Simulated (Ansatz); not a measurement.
Cu on the 1x1 (0001) surface of hcp Sc, one in a 2x2 cell, energies for each (38.2 Å²). Energies are against an atom of fcc Cu, without zero-point or thermal terms; each row is named by its start.

These are PBE (plane waves to 420 eV, PAW; Ansatz, a first-principles code) values and carry that method's errors.

Set-up: 17 atoms, 7.6 Å thick at the start under the adsorbate (thin: gaps and levels are the slab's own); mesh 5x5x1; 0.1 eV smearing; dipole correction on; 8 atoms held, the rest relaxed; each run with such symmetry as its start has; no spin, no spin-orbit, no U, no dispersion correction.

A negative adsorption energy means that the adsorbate is more stable on the surface than in its reference. Starts that drift may end in the same place. Heights count from the host atoms within 0.3 Å of the top one.

```json
[
 {"starting site": "top Sc", "E_ads (eV)": "0.82", "height (Å)": "___", "nearest host atom (Å)": "Sc 2.43", "bonded to": "Sc", "Δ work function (eV)": "___", "lateral drift (Å)": "0.0"},
 {"starting site": "hollow Sc-Sc-Sc", "E_ads (eV)": "0.06", "height (Å)": "1.90", "nearest host atom (Å)": "Sc 2.69", "bonded to": "3 Sc", "Δ work function (eV)": "0.27", "lateral drift (Å)": "0.0"},
 {"starting site": "hollow Sc-Sc-Sc over Sc at depth 2.5 Å", "E_ads (eV)": "0.09", "height (Å)": "1.90", "nearest host atom (Å)": "Sc 2.68", "bonded to": "3 Sc", "Δ work function (eV)": "0.28", "lateral drift (Å)": "0.0"},
 {"starting site": "bridge Sc-Sc (span 3.3 Å)", "E_ads (eV)": "0.06", "height (Å)": "1.90", "nearest host atom (Å)": "Sc 2.69", "bonded to": "3 Sc", "Δ work function (eV)": "0.27", "lateral drift (Å)": "0.9"}
]
```

Question: Some entries are withheld; supply them.

Answer: 
- top Sc, height (Å): 2.00
- top Sc, Δ work function (eV): 0.31
